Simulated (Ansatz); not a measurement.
**CdSe: Se → Rh**

Take CdSe in the wurtzite structure (space group P6_3mc, No. 186; a = 4.3397 Å, c = 7.0783 Å) as the base.

The change: every Se is replaced by Rh, then cell and atoms are relaxed.

Method: r2SCAN (Ansatz, a quantum-chemistry and plane-wave program; PAW; 500 eV plane waves; scalar-relativistic without spin-orbit coupling), earlier PAW set. Settings: 12×12×9 k-points, 0.05 eV Fermi–Dirac smearing, for the changed cell.

```
quantity                                   base             changed         shift
-----------------------------  ----------------  ------------------  ------------
volume per atom                        28.86 Å³            23.36 Å³      -5.50 Å³
density                              5.51 g/cm³          7.65 g/cm³  +2.147 g/cm³
space group                    P6_3mc (No. 186)  P6_3/mmc (No. 194)             –
shortest interatomic distance           2.655 Å             2.610 Å      -0.045 Å
band gap                                1.10 eV                zero             –
```

Stability against distortions was not tested. As relaxed here, CdRh is a hypothetical phase, not in the database extracts checked. The final runs are not spin-polarised. CdRh has a high density of states at the Fermi level and may be magnetic at this level.
